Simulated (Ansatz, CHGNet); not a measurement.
AlB2-type MgB2: properties by level of theory

Reference values: lattice constant a 3.083 Å (measured, 300 K, not corrected to a static lattice; as tabulated in Loa et al. (2002), arXiv:cond-mat/0206051); lattice parameter c 3.521 Å (measured, 300 K, no zero-point or thermal correction; as tabulated in Loa et al. (2002), arXiv:cond-mat/0206051).

```json
[
 {"level (code)": "CHGNet-r²SCAN (CHGNet)", "lattice constant a (Å)": "[?]", "c axis length (Å)": "[?]"},
 {"level (code)": "PBEsol (Ansatz)", "lattice constant a (Å)": "[?]", "c axis length (Å)": "[?]"},
 {"level (code)": "PBE-D3(BJ) (Ansatz)", "lattice constant a (Å)": "3.048", "c axis length (Å)": "3.467"},
 {"level (code)": "PBE-D4 (Ansatz)", "lattice constant a (Å)": "[?]", "c axis length (Å)": "3.467"},
 {"level (code)": "r²SCAN (Ansatz)", "lattice constant a (Å)": "[?]", "c axis length (Å)": "[?]"}
]
```

**Question.** Complete the blanks.

**Answer.** 
- CHGNet-r²SCAN (CHGNet), lattice constant a (Å): 3.062
- CHGNet-r²SCAN (CHGNet), c axis length (Å): 3.523
- PBEsol (Ansatz, a first-principles code), lattice constant a (Å): 3.064
- PBEsol (Ansatz), c axis length (Å): 3.497
- PBE-D4 (Ansatz), lattice constant a (Å): 3.055
- r²SCAN (Ansatz), lattice constant a (Å): 3.069
- r²SCAN (Ansatz), c axis length (Å): 3.511

Differences from the reference values (errors of the level alone only where the reference is corrected to a static lattice):

| level | lattice constant a (%) | lattice parameter c (%) |
|---|---|---|
| CHGNet-r²SCAN | -0.68 | +0.06 |
| PBEsol | -0.62 | -0.68 |
| PBE-D3(BJ) | -1.14 | -1.53 |
| PBE-D4 | -0.91 | -1.53 |
| r²SCAN | -0.45 | -0.28 |

Nearest: lattice constant a, not ranked (reference at room or unstated temperature); lattice parameter c, not ranked (reference at room or unstated temperature).

Machine-learned potentials (CHGNet-r²SCAN) are trained on DFT data, which may include these solids.

Ansatz's density-functional and Hartree–Fock values are scalar-relativistic unless marked +SOC, with PAW data made under PBE.

Differences are worked out from the printed values.
